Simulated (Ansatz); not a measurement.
In a bare wurtzite InP nanowire along [0001], 48 atoms a period, the lowest empty band has its minimum at Γ and lies 0.019 eV higher 0.0286 Å⁻¹ away along the axis.

Method: PBE (plane waves to 420 eV, PAW; Ansatz, a program for electronic structure). Mesh 1×1×6. No spin polarisation, so a magnetic state wasn't tested. One-dimensional cell, images about 11 Å apart. An idealised model, cut from the bulk lattice. Only distortions within the start's symmetry and period were free. Values not marked SOC lack spin–orbit coupling.

Question: Estimate the electron mass along the axis.

Answer: For a parabola ΔE = ħ²Δk²/2m, and ħ²/2mₑ = 3.810 eV Å². So m/mₑ = 3.810 × 0.0286²/0.019 = 0.16. The curvature over a step a third as long gives 0.17; the band is close to a parabola here.
